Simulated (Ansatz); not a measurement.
Consider interstitial Li in wurtzite ZnO, charge state +1. Computed with PBE, PAW (plane waves to 420 eV; Ansatz, an electronic-structure program).

Cell of 72 host sites held at the relaxed PBE lattice; one k-point at (0.125, 0.250, 0.250); Fermi-Dirac width 0.01 eV, spin-restricted; finite-size errors left in. Energies are static. The charge state is imposed; whether it is stable for some Fermi level was not computed. Sites that were not tried may lie lower.

Barriers: single points on a 2×2×2 k-point mesh shifted by half a step along c at the bands' geometries.

Relaxed starting cell (atoms counted from 1):

```
LiZn36O36
1.0
    9.83847     0.00000     0.00000
   -4.91923     8.52036     0.00000
    0.00000     0.00000    10.58758
Zn O Li
36 36 1
Direct
  0.23485   0.11704   0.25885
  0.22237   0.11093   0.75031
  0.22045   0.44049   0.24719
  0.22351   0.44689   0.74495
  0.22064   0.77874   0.24736
  0.22356   0.77588   0.74490
  0.55533   0.11054   0.25022
  0.55505   0.10987   0.74966
  0.55536   0.44416   0.25036
  0.55504   0.44456   0.74964
  0.55862   0.77895   0.24721
  0.55236   0.77592   0.74481
  0.88230   0.11693   0.25865
  0.88869   0.11091   0.75009
  0.88898   0.44414   0.25034
  0.88969   0.44455   0.74960
  0.88256   0.76458   0.25890
  0.88855   0.77730   0.75062
  0.11149   0.22389   0.50238
  0.11704   0.23569   0.98968
  0.11116   0.55619   0.49614
  0.10929   0.55519   0.99977
  0.11152   0.88885   0.50270
  0.11808   0.88302   0.98920
  0.44669   0.22402   0.50285
  0.44425   0.22306   0.99893
  0.44423   0.55627   0.49616
  0.44488   0.55535   0.99976
  0.44422   0.88935   0.49608
  0.44500   0.89106   0.99969
  0.77640   0.22403   0.50274
  0.77756   0.22311   0.99882
  0.77645   0.55388   0.50287
  0.77770   0.55665   0.99896
  0.77644   0.88884   0.50249
  0.76439   0.88350   0.98956
  0.22289   0.11186   0.44363
  0.21875   0.11004   0.94213
  0.22120   0.44304   0.43613
  0.22534   0.45147   0.93533
  0.22116   0.77905   0.43622
  0.22534   0.77464   0.93521
  0.55580   0.11239   0.43892
  0.55525   0.11159   0.93917
  0.55583   0.44447   0.43910
  0.55546   0.44513   0.93923
  0.55717   0.77907   0.43616
  0.54860   0.77479   0.93523
  0.88832   0.11191   0.44353
  0.89016   0.11035   0.94169
  0.88791   0.44452   0.43904
  0.88867   0.44518   0.93915
  0.88835   0.77741   0.44361
  0.89073   0.78221   0.94260
  0.10581   0.21185   0.18545
  0.11115   0.22228   0.69145
  0.11111   0.55522   0.18863
  0.11022   0.55486   0.68557
  0.10638   0.89355   0.18550
  0.11108   0.88846   0.69179
  0.44677   0.22331   0.18840
  0.44419   0.22196   0.69137
  0.44432   0.55536   0.18864
  0.44467   0.55489   0.68562
  0.44435   0.88858   0.18863
  0.44471   0.88953   0.68552
  0.77646   0.22329   0.18830
  0.77773   0.22197   0.69122
  0.77642   0.55286   0.18844
  0.77781   0.55564   0.69147
  0.78747   0.89382   0.18557
  0.77725   0.88846   0.69155
  0.99976   0.99861   0.12261
```
Cell charge +1.

End state 1 differs by these moves (Å; atoms that move under 0.08 Å are left out):

```json
[
 {"atom": "1", "element": "Zn", "Δx": "0.00", "Δy": "0.00", "Δz": "-0.21"},
 {"atom": "13", "element": "Zn", "Δx": "-0.01", "Δy": "0.00", "Δz": "-0.21"},
 {"atom": "17", "element": "Zn", "Δx": "-0.01", "Δy": "0.00", "Δz": "-0.21"},
 {"atom": "19", "element": "Zn", "Δx": "0.00", "Δy": "0.10", "Δz": "0.06"},
 {"atom": "20", "element": "Zn", "Δx": "0.01", "Δy": "-0.11", "Δz": "0.11"},
 {"atom": "23", "element": "Zn", "Δx": "0.09", "Δy": "-0.05", "Δz": "0.06"},
 {"atom": "24", "element": "Zn", "Δx": "-0.10", "Δy": "0.05", "Δz": "0.11"},
 {"atom": "31", "element": "Zn", "Δx": "0.05", "Δy": "-0.03", "Δz": "-0.06"},
 {"atom": "33", "element": "Zn", "Δx": "0.00", "Δy": "0.05", "Δz": "-0.07"},
 {"atom": "35", "element": "Zn", "Δx": "-0.08", "Δy": "-0.05", "Δz": "0.06"},
 {"atom": "36", "element": "Zn", "Δx": "0.10", "Δy": "0.05", "Δz": "0.11"},
 {"atom": "37", "element": "O", "Δx": "-0.07", "Δy": "-0.05", "Δz": "-0.09"},
 {"atom": "40", "element": "O", "Δx": "0.00", "Δy": "-0.06", "Δz": "0.06"},
 {"atom": "42", "element": "O", "Δx": "-0.05", "Δy": "0.03", "Δz": "0.06"},
 {"atom": "48", "element": "O", "Δx": "0.05", "Δy": "0.03", "Δz": "0.06"},
 {"atom": "49", "element": "O", "Δx": "0.08", "Δy": "-0.05", "Δz": "-0.09"},
 {"atom": "53", "element": "O", "Δx": "0.00", "Δy": "0.09", "Δz": "-0.09"},
 {"atom": "55", "element": "O", "Δx": "0.00", "Δy": "0.06", "Δz": "0.07"},
 {"atom": "59", "element": "O", "Δx": "0.04", "Δy": "-0.03", "Δz": "0.07"},
 {"atom": "71", "element": "O", "Δx": "-0.05", "Δy": "-0.03", "Δz": "0.06"},
 {"atom": "73", "element": "Li", "Δx": "0.00", "Δy": "0.02", "Δz": "2.64"}
]
```

Q: Estimate the forward and backward barriers to end state 1 that PBE, PAW returns for this input.

A: forward 0.66 eV, backward 0.66 eV; at the saddle point atom 73 has neighbours 3 O at 1.89; 3 Zn at 2.19 Å. The saddle point's order was not checked, and it lies on a symmetry element of the cell, where a band can be held.

End state 2 differs by these moves (Å; atoms that move under 0.08 Å are left out):

```
atom  element     Δx     Δy     Δz
----  -------  -----  -----  -----
1          Zn  -0.08  -0.08   0.41
13         Zn   0.13  -0.05  -0.13
17         Zn   0.02   0.13  -0.13
19         Zn  -0.08   0.04   0.07
20         Zn  -0.11  -0.05  -0.04
23         Zn  -0.01  -0.09   0.08
24         Zn  -0.10  -0.06  -0.03
25         Zn   0.07   0.04   0.07
26         Zn   0.11   0.06  -0.13
36         Zn   0.08   0.04   0.11
37          O  -0.01   0.00   0.31
55          O   0.12   0.01   0.02
59          O   0.07   0.10   0.02
61          O  -0.14  -0.09  -0.01
71          O  -0.07  -0.04   0.03
73         Li   1.62   0.98  -0.20
```

Q: What is the computed forward and backward barriers to end state 2 (PBE, PAW)?

A: forward 0.66 eV, backward 0.027 eV; at the saddle point atom 73 has neighbours O at 1.77, O at 1.85, O at 1.86; Zn at 2.10 Å. The saddle point's order was not checked.
